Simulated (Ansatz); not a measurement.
The reference is ZrB2 (space group P6/mmm, No. 191; a = 3.155 Å, c = 3.506 Å).

The values are results of Ansatz (a program for electronic structure) PBEsol, scalar-relativistic without spin-orbit coupling, not measurements.

One change was made to it. Results:

The c/a ratio shrinks by 0.005 (1.111 → 1.106); the density increases by 0.64 g/cm³ to 6.84 g/cm³.

### Question
Which change produced these results?
A) pressure 15 GPa
B) pressure 2.1 GPa
C) pressure 0.9 GPa
D) pressure 30 GPa

### Answer
D, pressure 30 GPa. For comparison, the density in the other runs: pressure 0.9 GPa gives 6.22 g/cm³; pressure 15 GPa gives 6.54 g/cm³; pressure 2.1 GPa gives 6.25 g/cm³.

Load acts through the strain it causes; cell and atoms are relaxed under it. Whether these cells are dynamically stable was not tested. No other phases were tried under pressure. All final runs are without spin polarisation.
